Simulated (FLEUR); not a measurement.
FLEUR run on IrRh3 (Pm-3m, 4 atoms in the cell): self-consistent single point.

Method: LDA (Perdew-Zunger), all-electron FLAPW (FLEUR), scalar-relativistic valence.

The change in words: lattice scaled by 0.98. Reference geometry:
```
CELL_PARAMETERS angstrom
      3.81706     0.00000     0.00000
      0.00000     3.81706     0.00000
      0.00000     0.00000     3.81706
ATOMIC_POSITIONS crystal
  Ir 0.00000 0.00000 0.00000
  Rh 0.00000 0.50000 0.50000
  Rh 0.50000 0.00000 0.50000
  Rh 0.50000 0.50000 0.00000
```

Reference input (self-consistent single point, DFT, LDA (Perdew-Zunger), all-electron FLAPW (FLEUR), scalar-relativistic valence): Kmax = 4.3 1/bohr; GmaxXC = 12.9 1/bohr; xcFunctional = pz; jspins = 1; l_soc = F; mode = hist; fermiSmearingEnergy = 0.00367493 Htr; mesh (inpgen div1-3) = 6 6 6; inpgen gamma flag = true; Gmax = 12.9 1/bohr; numbands = 0; maxIterBroyd = 25. This run's input differs from it in these lines:

```diff
@@ -6,3 +6,3 @@
 0.0000000000 0.0000000000 1.0000000000
-7.2131980013
+7.0689344192
 1.0 1.0 1.0
@@ -46,5 +46,5 @@
          <bravaisMatrix>
-            <row-1>    7.2131980013000003     0.0000000000000000     0.0000000000000000</row-1>
-            <row-2>    0.0000000000000000     7.2131980013000003     0.0000000000000000</row-2>
-            <row-3>    0.0000000000000000     0.0000000000000000     7.2131980013000003</row-3>
+            <row-1>    7.0689344191999997     0.0000000000000000     0.0000000000000000</row-1>
+            <row-2>    0.0000000000000000     7.0689344191999997     0.0000000000000000</row-2>
+            <row-3>    0.0000000000000000     0.0000000000000000     7.0689344191999997</row-3>
          </bravaisMatrix>
```

The program printed (abridged):

```
 Iteration:     1   Distance:      23.13332438 me/bohr^3
 Iteration:     2   Distance:      18.68257299 me/bohr^3
 Iteration:     3   Distance:      10.69996433 me/bohr^3
 Iteration:     4   Distance:      13.54389400 me/bohr^3
 Iteration:     5   Distance:       5.31064658 me/bohr^3
   [... 10 lines left out ...]
 Iteration:    16   Distance:       0.00051932 me/bohr^3
 Iteration:    17   Distance:       0.00001024 me/bohr^3
 Iteration:    18   Distance:       0.00001176 me/bohr^3
 Iteration:    19   Distance:       0.00000124 me/bohr^3
 Run finished successfully
 Stop message:
   Structural relaxation: Done

[file out, last iteration]
             iter=     20
[...]
          total density-effective poten   -5.4749806886E+04
          total charge density-energy d   -7.4224779129E+02
 Updated energy parameters for spin:           1
[...]
 fermi energy and band-weighting factors:

[...]
FERMIE:
          first approx. to ef    (T=0)  :   0.609743 htr   (energy of the highest occ. eigenvalue)
          number of occ. states  (T=0)  :        591
          first approx. to seigv (T=0)  : -10.193166 htr
          sum of weights of occ. states :  30.083333
          sum of semicore charge        :   0.000000 e
FERHIS:  Fermi-Energy by histogram:
          bandgap                     :   0.001317 htr
   [... lines left out ...]
          charge neutrality (T=0)     :   0.166667    (zero if the highest occ. eigenvalue is "entirely" occupied)
     EF_NEWTON:  Adjust Fermi-Energy by Newton-Method.
 Direct bandgap for spin            1 :    9.1594262736823806E-003  Htr
 ---->    free energy=                    -32190.2263401957 htr
   [... lines left out ...]
      extrapolation for T->0
 ---->    total electron energy=          -32190.2240735766 htr
 ***** TOTAL FORCES ON ATOMS *****
 TOTAL FORCE FOR ATOM TYPE=  1  X=  0.000   Y=  0.000   Z=  0.000
                       FX_TOT= 0.000000 FY_TOT= 0.000000 FZ_TOT= 0.000000
 TOTAL FORCE FOR ATOM TYPE=  2  X=  0.000   Y=  3.534   Z=  3.534
                       FX_TOT= 0.000000 FY_TOT= 0.000000 FZ_TOT= 0.000000
 Structural relaxation: Done
```

The run converged in 19 iterations. FLEUR gives forces in its relaxation mode, with a further iteration, so its stop message speaks of a relaxation. Against the reference run the free energy goes down by 7.1 meV/atom.

The starting cell comes from a database of computed structures (which also holds hypothetical and non-ambient phases and stackings), without a prior relaxation at this level. For this run, on top of that: lattice scaled by 0.98. Spin-orbit coupling is off. Spin polarisation is off. Values depend on the basis (sphere radii, cutoffs, local orbitals), which need not be converged. The log's line on a gap gives a spacing of levels on this mesh, which the program prints for metals too.

Cost on one core of a shared machine: roughly 2 min.
